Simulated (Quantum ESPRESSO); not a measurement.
Band structure of K3AsF6 (P-1, 10 atoms in the cell).

```
CELL_PARAMETERS angstrom
      6.78890     0.00000     0.00000
     -1.82418     6.55223     0.00000
     -1.23136    -1.71066     6.51333
ATOMIC_POSITIONS crystal
  K  0.00000 0.00000 0.50000
  K  0.50000 0.00000 0.00000
  K  0.00000 0.50000 0.00000
  As 0.00000 0.00000 0.00000
  F  0.94386 0.22029 0.22201
  F  0.05614 0.77971 0.77799
  F  0.21110 0.92397 0.21252
  F  0.78890 0.07603 0.78748
  F  0.23261 0.22305 0.92652
  F  0.76739 0.77695 0.07348
```

Computed with PBEsol, GBRV 1.5 ultrasoft (PBESOL) pseudopotentials (plane waves; Quantum ESPRESSO).

Settings: ecutwfc = 40 Ry; ecutrho = 200 Ry; occupations = fixed; potentials = {K: k_pbesol_v1.4.uspp.F.UPF, As: as_pbesol_v1.uspp.F.UPF, F: f_pbesol_v1.4.uspp.F.UPF}; K_POINTS = automatic 2 2 2 0 0 0; nbnd = 43; conv_thr = 1e-10 Ry.

The starting cell comes from a database of computed structures (which also holds hypothetical and non-ambient phases and stackings), without a prior relaxation at this level.

### Question
Predict the gap along the standard path and the places of the band edges.

### Answer
The gap along the path is 4.33 eV, from Y|L to Y|L; the smallest direct gap on it is 4.37 eV. Another conduction valley lies within 0.1 eV, so the order of the valleys is not sure.

Levels in eV from the top of the valence band on the SCF mesh, bands 34 to 41:
```tsv
point	34	35	36	37	38	39	40	41
X	-2.33	-2.28	-2.19	-0.06	4.34	5.06	5.20	5.51
Γ	-2.31	-2.29	-2.22	-0.15	4.41	4.69	5.32	5.44
```
